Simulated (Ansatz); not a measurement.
Consider Pt in the fcc (Cu type) structure (space group Fm-3m, No. 225; a = 3.9418 Å; relaxed with 0.1 eV smearing).

Level of theory: plane-wave PAW DFT at the r2SCAN level (Ansatz, a first-principles code, 500 eV), without spin-orbit coupling.

Before the change:

- Pressure: 0.0 GPa
- Band gap: zero

One thing is altered: the cell is scaled by 1.0100 in all directions, atoms relaxed at fixed cell.

Task: What happens to the pressure, energy relative to the base and band gap?

Result: The pressure goes from zero to -7.4 GPa; the energy grows by 11 meV/atom; the band gap is still zero.

The cells carry an imposed strain or load. No phonon test of stability was made. The final runs are not spin-polarised. Pt lies near a magnetic instability that expansion can trigger; it was not tested.
